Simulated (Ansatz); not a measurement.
Cells marked so need not be the phases stable at ambient conditions, and some may be hypothetical.

The gap is the functional's own, uncorrected, and κ follows it; spin-orbit coupling is left out. Mid-gap values are interpolated between the computed energies.

A. BaSnF$_{6}$ (R-3, not sure to be the ambient phase, 8 atoms a cell, 14.6 Å³ an atom), along the normal of (001)
B. CsAl(MoO₄)₂ (P-3m1, not sure to be the ambient phase, 12 atoms a cell, 19.0 Å³ an atom, -5 GPa at this level), along the normal of (100)
C. SnPS3 (R-3, not sure to be the ambient phase, 10 atoms a cell, 23.6 Å³ an atom), along the normal of (001)
D. Li$_{8}$PbO$_{6}$ (R-3, not sure to be the ambient phase, 15 atoms a cell, 9.1 Å³ an atom), along the normal of (110)

### Question
Put the candidates in order of mid-gap decay constant of the slowest evanescent state, lowest first, for Ansatz (a quantum-chemistry and plane-wave program) with PBEsol.

### Answer
C (0.25 1/Å), D (0.33 1/Å), A (0.45 1/Å), B (0.53 1/Å)
